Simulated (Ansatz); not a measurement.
# Hypothetical fluorite MoS2, pressure series

Start from MoS2 in the fluorite structure (space group Fm-3m, No. 225; a = 5.948 Å; ferromagnetic; a hypothetical phase, not in the database extracts checked).

Cell and atoms are relaxed at each pressure.

Levels (all Ansatz, a first-principles code, PAW): PBE (420 eV, no SOC); PBEsol (420 eV, without spin-orbit coupling).

The base cell above is that of PBE; each level relaxes its own structures.

| case | lattice parameter a, PBE | lattice parameter a, PBEsol |
|---|---|---|
| pressure −2 GPa | 5.983 Å | 5.886 Å |
| pressure −1 GPa | 5.965 Å | ___ |
| pressure 0.3 GPa | 5.943 Å | ___ |
| pressure 0.7 GPa | 5.937 Å | 5.841 Å |
| pressure 1.5 GPa | 5.924 Å | 5.828 Å |
| pressure 3 GPa | 5.901 Å | 5.805 Å |
| pressure 5 GPa | 5.873 Å | ___ |
| pressure 7.5 GPa | 5.838 Å | ___ |
| pressure 10 GPa | 5.805 Å | 5.705 Å |

Q: Some entries are withheld; estimate them.

A: 
- pressure −1 GPa, lattice parameter a, PBEsol: 5.869 Å
- pressure 0.3 GPa, lattice parameter a, PBEsol: 5.848 Å
- pressure 5 GPa, lattice parameter a, PBEsol: 5.774 Å
- pressure 7.5 GPa, lattice parameter a, PBEsol: 5.738 Å

PBE lies above PBEsol in every row, by 0.095 Å to 0.101 Å. They put the cases in the same order.

Other magnetic orders, which the real material may have, were not ruled out. Load acts through the strain it causes; cell and atoms are relaxed under it. No phonon test of stability was made. Competing high-pressure phases were not computed.
